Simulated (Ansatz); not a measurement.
Consider LiF in the rock salt structure (space group Fm-3m, No. 225; a = 4.068 Å). Axes: x, y, z lie along the cube axes.

All numbers come from PBE (Ansatz, an electronic-structure program), scalar-relativistic without spin-orbit coupling.

Now apply this change: the cell is scaled by 1.0150 in all directions, atoms relaxed at fixed cell.

Question: Predict the stress tensor and what it implies for the stiffness.

Answer: Stress of the strained cell less that of the base (GPa, compression positive):
```
  -2.74    0.00    0.00
   0.00   -2.74    0.00
   0.00    0.00   -2.74
```

Then B = −ΔP/(ΔV/V₀) with ΔV/V₀ = 0.0457 gives secant stiffness values (nonlinear terms included at this strain): B ≈ 60 GPa.

Whether these cells are dynamically stable was not tested.
